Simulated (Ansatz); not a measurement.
The starting structures come from a database of crystals and need not be the phases stable at ambient conditions.

Inside the gap of an insulator the Bloch states are evanescent, with a wavenumber k + iκ along the transport direction.

```yaml
crystal:
  lattice:
    - [8.85503, 0.00000, 0.00000]
    - [-4.42751, 7.66868, 0.00000]
    - [4.42751, 2.55623, 3.61505]
  atoms:
    - { symbol: Sb, position: [0.74552, 0.62276, 0.37724] }
    - { symbol: Sb, position: [0.75448, 0.37724, 0.86828] }
    - { symbol: Sb, position: [0.50000, 0.87724, 0.37724] }
    - { symbol: Sb, position: [0.00000, 0.12276, 0.37724] }
    - { symbol: Rh, position: [0.48988, 0.99494, 0.00506] }
    - { symbol: Rh, position: [0.01012, 0.00506, 0.98482] }
    - { symbol: Rh, position: [0.50000, 0.50506, 0.00506] }
    - { symbol: Rh, position: [0.00000, 0.49494, 0.00506] }
    - { symbol: Se, position: [0.25616, 0.37808, 0.62192] }
    - { symbol: Se, position: [0.24384, 0.62192, 0.13424] }
    - { symbol: Se, position: [0.50000, 0.12192, 0.62192] }
    - { symbol: Se, position: [0.00000, 0.87808, 0.62192] }
```

Space group of this cell: P2_13. The cell is taken as given; by r2SCAN its mean pressure is -2.3 GPa.

Transport runs along the normal of the first two printed cell vectors, the (111) plane of the conventional cell.

No gap correction and no spin-orbit coupling; mid-gap values are interpolated between computed energies.

**Question.** State the band gap and the smallest decay constant κ at mid-gap according to Ansatz (a program for electronic structure) with r2SCAN.

**Answer.** Gap 0.84 eV on a 8×8×8 mesh; κ = 0.135 1/Å, at the zone centre.
